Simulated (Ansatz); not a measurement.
BiVO4 (I4₁/a, No. 88, 12 atoms in the cell; start COD 9012062; high-temperature phase) was calculated with PBE+SOC (Ansatz, a program for electronic structure, PAW).

Settings: plane-wave cutoff 520 eV, 10×10×10 k mesh, Fermi–Dirac smearing 0.01 eV, PAW data made under PBE.

Cell (measured lattice):

```cif
data_Bi2O8V2
_chemical_formula_sum 'Bi2 V2 O8'
_space_group_name_H-M_alt 'P 1'
_space_group_IT_number 1
_cell_length_a 6.89890
_cell_length_b 6.89890
_cell_length_c 6.89890
_cell_angle_alpha 136.195
_cell_angle_beta 136.195
_cell_angle_gamma 63.679
loop_
_space_group_symop_operation_xyz
  'x, y, z'
loop_
_atom_site_label
_atom_site_type_symbol
_atom_site_fract_x
_atom_site_fract_y
_atom_site_fract_z
_atom_site_occupancy
Bi1 Bi 0.00000 0.00000 0.00000 1
Bi2 Bi 0.75000 0.25000 0.50000 1
V1 V 0.50000 0.50000 0.00000 1
V2 V 0.25000 0.75000 0.50000 1
O1 O 0.30910 0.42310 0.38900 1
O2 O 0.67010 0.55910 0.38600 1
O3 O 0.03410 0.92010 0.61100 1
O4 O 0.17310 0.28410 0.61400 1
O5 O 0.44090 0.82690 0.11100 1
O6 O 0.07990 0.69090 0.11400 1
O7 O 0.71590 0.32990 0.88900 1
O8 O 0.57690 0.96590 0.88600 1
```

**Question.** Give the computed band gap, smallest direct gap on the k points sampled and direct gap at Γ.

**Answer.** 
* **band gap**: 2.08 eV (indirect)
* **smallest direct gap on the k points sampled**: 2.15 eV
* **direct gap at Γ**: 2.72 eV

Note: held by symmetry at 0 K, a high-temperature phase can be a saddle point; cell and atoms aren't relaxed at this level (largest force component 0.17 eV/Å, pressure 2.7 GPa).

The computed numbers hold no vibrational or temperature effects.

Computing time: about 50 core-minutes (a rough figure).
